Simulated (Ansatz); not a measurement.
Structures of equal composition on the (0001) surface of 4H silicon carbide (Si plane on top): (√3x√3)R30° Au adatom at H3; (√3x√3)R30° Au adatom at T4. The slabs share one bottom face, and each structure is named by its start. These are constructed structures in small cells; real faces may alloy, dewet or reconstruct in larger ones, and not all known structures of the face are among them. Slabs of about 10 Å with all that they carry, Fermi-Dirac smearing of 0.025 eV. Bottom of the slabs: H caps. Relaxed from the named starts with such symmetry as they have, on meshes of like density; energies extrapolated to zero smearing; no spin-orbit coupling, no U. Spin-polarised runs, if any, are marked in brackets, and their order is one that fits the cell; the others ran without spin. Where a second, spin-polarised start was run, the lower counts.

Host crystal: 4H silicon carbide, with a band gap (PBE, scalar-relativistic without spin-orbit coupling).

Level of theory: r2SCAN, at the PBE geometry (plane waves to 500 eV, PAW; Ansatz, an electronic-structure program).

Question: Order them by energy per 1x1 cell (lowest first) at the level r2SCAN, at the PBE geometry.

Answer: (√3x√3)R30° Au adatom at H3 (0.000 eV, no gap over 0.04 eV on the mesh), (√3x√3)R30° Au adatom at T4 (0.049 eV, no gap over 0.04 eV on the mesh)
